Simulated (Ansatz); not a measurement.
Competing hops of interstitial O in fcc Al, neutral cell

Defect: interstitial O in fcc Al, neutral cell. Level of theory: PBE, PAW (plane waves to 420 eV; Ansatz, an electronic-structure program).

32-site cell at the relaxed PBE lattice, a 3×3×3 k-point mesh shifted by half a step, smearing 0.10 eV, spin-restricted, no finite-size correction. No zero-point or tunnelling terms. Sites that were not tried may lie lower.

Barriers: single points on a 5×5×5 k-point mesh shifted by half a step at the bands' geometries.

```csv
Route,Start site over the lowest site run (eV),Hop (Å),Forward barrier (eV),Backward barrier (eV),Neighbours at the start,Neighbours at the saddle,Saddle order,"Forward, on the band's own sampling (eV)"
one O atom jumps by itself,0.00,2.02,0.98,0.98,4 Al at 1.89 Å,"2 Al at 1.83, 2 Al at 2.11 Å","not checked, on a symmetry element",1.00
```

Paths come from CI-NEB runs.  A band can be held on a symmetry element, so unchecked saddle points there may be too high.
